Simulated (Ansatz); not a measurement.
The structure below was relaxed with r2SCAN+rVV10/PAW in Ansatz (a quantum-chemistry and plane-wave program), no spin-orbit coupling, earlier PAW set.

```
In
1.0
    0.00000     2.80172     5.82090
    1.60159     0.00000     5.82090
    1.60159     2.80172     0.00000
In
2
Direct
  0.12972   0.12972   0.87028
  0.87028   0.87028   0.12972
```

Q: Find the space group and the Wyckoff positions.

A: Space group Fmmm (No. 69); a = 3.203 Å, b = 5.603 Å, c = 11.642 Å, α = β = γ = 90.00°

| atom | site | symmetry | x | y | z |
|---|---|---|---|---|---|
| In | 8i | mm2 | 0.0000 | 0.0000 | 0.1297 |

Q: Describe the coordination.

A: The crystal has 8 atoms in its conventional cell. Conventional cell: a = 3.2032 Å, b = 5.6034 Å, c = 11.6418 Å, α = β = γ = 90.00°. In sees 1 In at 3.020 Å and 8 In at 3.203–3.227 Å. (Neighbours: up to the widest gap in distance over summed covalent radii, below 1.35, at either atom.)

Stability against distortions was not tested. The cell was made from P by this change: P → In; the result is a hypothetical phase, not in the database extracts checked.
